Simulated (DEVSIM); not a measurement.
System: Co/SiO2/p-InP capacitor, at 250 K.

```
layer (left to right)  material  thickness (nm)  Na (cm⁻³)
---------------------  --------  --------------  ---------
1                          SiO2            26.0          -
2                           InP            4200     2.2e16
```

Metal gate on the left, work function 5 eV. Fixed charge at the semiconductor interface -9.1e10 cm⁻² (in units of +e); no interface traps.

Constants are typed, rounded textbook-type inputs, not results; the design itself was drawn at random and stands for no fabricated device. Values at 300 K; Nc and Nv go as T^1.5, mobilities as T to minus their exponent, the gap by Varshni's rule with the affinity fixed.

| parameter | SiO2 | InP |
|---|---|---|
| gap (eV) | 9 | 1.344 |
| affinity (eV) | 0.9 | 4.38 |
| permittivity | 3.9 | 12.5 |
| Nc (cm⁻³) | - | 5.7e17 |
| Nv (cm⁻³) | - | 1.1e19 |
| Varshni α (eV/K) | - | 0.000363 |
| Varshni β (K) | - | 162 |

Simulated with DEVSIM: 1D Poisson equation in equilibrium, Boltzmann statistics, complete ionisation; no quantum confinement or tunnelling. Metal contacts follow the ideal Schottky-Mott rule: no Fermi-level pinning, no interface dipoles.

### Question
Tabulate band edges, carrier densities and field at 0.6 V on the gate.

### Answer
Energies count from the Fermi level of the right contact; mesh points crowd at the junctions.

```tsv
x (μm)	Ec (eV)	Ev (eV)	n (cm⁻³)	p (cm⁻³)	field (V/cm)
0.000	3.500	-5.500	< 1e2	< 1e2	240000
0.001570	3.537	-5.463	< 1e2	< 1e2	240000
0.005069	3.620	-5.380	< 1e2	< 1e2	240000
0.01300	3.807	-5.193	< 1e2	< 1e2	240000
0.02227	4.026	-4.974	< 1e2	< 1e2	240000
0.02510	4.093	-4.907	< 1e2	< 1e2	240000
0.02636	0.637	-0.723	64000	22000	60000
0.02982	0.657	-0.702	24000	58000	59000
0.03686	0.698	-0.661	3600	390000	57000
0.05386	0.791	-0.569	< 1e2	2.8e7	52000
0.09486	0.976	-0.384	< 1e2	1.5e11	39000
0.2540	1.228	-0.131	< 1e2	1.9e16	1200
0.5780	1.232	-0.128	< 1e2	2.2e16	≈ 0
1.360	1.232	-0.128	< 1e2	2.2e16	≈ 0
3.196	1.232	-0.128	< 1e2	2.2e16	≈ 0
3.814	1.232	-0.128	< 1e2	2.2e16	≈ 0
4.056	1.232	-0.128	< 1e2	2.2e16	≈ 0
4.156	1.232	-0.128	< 1e2	2.2e16	≈ 0
4.205	1.232	-0.128	< 1e2	2.2e16	≈ 0
4.218	1.232	-0.128	< 1e2	2.2e16	≈ 0
4.223	1.232	-0.128	< 1e2	2.2e16	≈ 0
4.226	1.232	-0.128	< 1e2	2.2e16	≈ 0
```
